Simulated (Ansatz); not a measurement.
What pressure 9 GPa does to Ge

The reference is Ge in the diamond structure (space group Fd-3m, No. 227; a = 5.6762 Å).

One thing is altered: cell and atoms relaxed at a pressure of 9 GPa.

Calculations: PBEsol, PAW, 420 eV (Ansatz, a first-principles code; no spin-orbit coupling). Γ-centred 14×14×14 mesh, Fermi–Dirac width 0.05 eV.

```csv
quantity,base,changed,shift
volume per atom,22.86 Å³,20.60 Å³,-2.26 Å³
density,5.28 g/cm³,5.86 g/cm³,+0.58 g/cm³
lattice parameter a,5.676 Å,5.482 Å,-0.194 Å
shortest interatomic distance,2.458 Å,2.374 Å,-0.084 Å
enthalpy H = E + PV relative to the base's energy,–,+1.21 eV/atom,–
band gap,zero,0.33 eV,–
gap character,absent,"indirect, Γ → Γ–X (80 % along)",–
electron mass,–,"0.92 mₑ along k, 0.17 mₑ across (off the special points)",–
"hole mass (degenerate bands, along [100])",–,"0.040, 0.20, 0.20 mₑ (at Γ)",–
"valley order (the lowest conduction-band minima on the path, energy above the VBM, named in the base's zone)",–,"a point along ⟨100⟩, about 0.9 Å⁻¹ from Γ 0.33 eV; L along ⟨111⟩ 0.42 eV; Γ 0.87 eV",–
```

Load acts through the strain it causes; cell and atoms are relaxed under it. Masses are band curvatures over ±0.01 Å⁻¹ around the edge. Along k means along the line from Γ to the band edge. Stability against distortions was not tested. Tetrahedral semiconductors of this kind turn to denser phases somewhere between about 1 and 50 GPa; those were not computed, so compressed cells here can lie past the real transition. The zero or small gap of Ge can change with the level of theory.
